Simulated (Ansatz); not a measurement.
# Response to strain in BP

The parent structure is BP in the zinc blende structure (space group F-43m, No. 216; a = 4.4905 Å). Axes: x, y, z lie along the cube axes.

Strains are applied to the cell and any free atomic positions relax.

Computed with plane-wave PAW DFT at the LDA level (Ansatz, a program for electronic structure, 420 eV), spin-orbit coupling left out.

Notes on the quantities. energy relative to the base: free energy F.

```json
[
 {"variant": "base", "band gap": "1.14 eV", "gap character": "–", "energy relative to the base": "0 meV/atom"},
 {"variant": "tensor shear ε_xy = +2.00 %", "band gap": "0.73 eV", "gap character": "indirect, Γ → X", "energy relative to the base": "+11 meV/atom"},
 {"variant": "tensor shear ε_xy = +1.14 %", "band gap": "0.97 eV", "gap character": "indirect, Γ → Γ–X (89 % along)", "energy relative to the base": "?"},
 {"variant": "tensor shear ε_xy = +1.43 %", "band gap": "?", "gap character": "indirect, Γ → X", "energy relative to the base": "+5.6 meV/atom"},
 {"variant": "tensor shear ε_xy = +1.71 %", "band gap": "0.82 eV", "gap character": "indirect, Γ → X", "energy relative to the base": "+8.0 meV/atom"},
 {"variant": "tensor shear ε_xy = +0.86 %", "band gap": "?", "gap character": "indirect, Γ → Γ–X (89 % along)", "energy relative to the base": "+2.0 meV/atom"},
 {"variant": "tensor shear ε_xy = +0.29 %", "band gap": "1.12 eV", "gap character": "indirect, Γ → Γ–T (83 % along)", "energy relative to the base": "+0.2 meV/atom"},
 {"variant": "tensor shear ε_xy = +0.57 %", "band gap": "?", "gap character": "indirect, Γ → Γ–X (89 % along)", "energy relative to the base": "+0.9 meV/atom"}
]
```

Question: Complete the table.

Answer: 
- tensor shear ε_xy = +1.14 %, energy relative to the base: +3.6 meV/atom
- tensor shear ε_xy = +1.43 %, band gap: 0.90 eV
- tensor shear ε_xy = +0.86 %, band gap: 1.03 eV
- tensor shear ε_xy = +0.57 %, band gap: 1.09 eV

No phonon test of stability was made. Labels are those of the standard path for the cell's own space group.
